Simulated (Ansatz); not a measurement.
Structures of equal composition on the (000-1) surface of wurtzite ZnO (O plane on top): 2x2 Si adatom at H3; 2x2 Si adatom at T4. The slabs share one bottom face, and each structure is named by its start. These are constructed structures in small cells; real faces may alloy, dewet or reconstruct in larger ones, and not all known structures of the face are among them. Slabs of about 14 Å with all that they carry, Fermi-Dirac smearing of 0.025 eV. Bottom of the slabs: H caps. Relaxed from the named starts with such symmetry as they have, on meshes of like density; energies extrapolated to zero smearing; no spin-orbit coupling, no U. Spin-polarised runs, if any, are marked in brackets, and their order is one that fits the cell; the others ran without spin. Where a second, spin-polarised start was run, the lower counts.

These are r2SCAN, at the PBE geometry (plane waves to 500 eV, PAW; Ansatz, a first-principles code) values and carry that method's errors.

Problem. Rank these by energy per 1x1 cell (lowest first), as r2SCAN, at the PBE geometry gives it.

Solution. 2x2 Si adatom at H3 (0.000 eV, gap 0.79 eV on the mesh), 2x2 Si adatom at T4 (0.106 eV, gap 0.95 eV on the mesh)
